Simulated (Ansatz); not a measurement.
Start from Zr in the hcp (Mg type) structure (space group P6_3/mmc, No. 194; a = 3.232 Å, c = 5.174 Å).

(Cell as relaxed with PBE.)

Levels (all Ansatz, a first-principles code, PAW, earlier PAW set): PBE (420 eV, without spin-orbit coupling); PBEsol (420 eV, no spin-orbit coupling).

Each level relaxes its own structure.

```json
[
 {"base": "volume per atom", "PBE": "23.40 Å³", "PBEsol": "22.47 Å³"},
 {"base": "lattice parameter a", "PBE": "3.232 Å", "PBEsol": "3.185 Å"},
 {"base": "band gap", "PBE": "zero", "PBEsol": "zero"}
]
```

The change: a negative pressure, −1 GPa.

| quantity | PBE | PBEsol |
|---|---|---|
| c/a ratio | 1.600 | ___ |
| shortest interatomic distance | 3.200 Å | ___ |

What does PBEsol give?


- c/a ratio, PBEsol: 1.606
- shortest interatomic distance, PBEsol: 3.161 Å

PBE's c/a ratio lies 0.006 below PBEsol's; PBE's shortest interatomic distance lies 0.0396 Å above PBEsol's (1.3 %). Neither level is exact; PBEsol is the comparison here, not a measurement.

Load acts through the strain it causes; cell and atoms are relaxed under it. Stability against distortions was not tested. The final runs are not spin-polarised.
